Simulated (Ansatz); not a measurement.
fcc Pd: the defect C interstitial

Calculation: PBE, PAW (plane waves to 420 eV; Ansatz, a quantum-chemistry and plane-wave program). Set-up: 32-site cell; 6×6×6 shifted k-points; start: void with 4Pd nearest; finite-size errors of tenths of an eV; the relaxation kept the symmetry of the starting site.

Neighbours after relaxation, in Å: of the C atom: Pd 1.87, Pd 1.87, Pd 1.87, Pd 1.87.

Formation energies E_f are those of the neutral cell. Chemical conditions: host crystal and elements as references (Δμ(C) = 0.00 eV; C taken from its element, since no compound that bounds it was computed at this level; only phases computed here count, gases as isolated molecules at 0 K). Reference phases: C: graphite.

The name describes the start; the neighbours show where the atoms ended.

| charge | moment (μB) | point group | largest move off a lattice site (Å) | E_f, host crystal and elements as references (eV) |
|---|---|---|---|---|
| 0 | not spin-polarised | Td | 0.16 | 1.30 |

Point groups are those of the whole cell at tolerances of 0.03 and 0.1 Å ("near" where only the looser one holds); none is given for unsettled states.

Not the lowest form: the same atoms on another site or from another start ended lower, by 0.73 eV at charge 0.
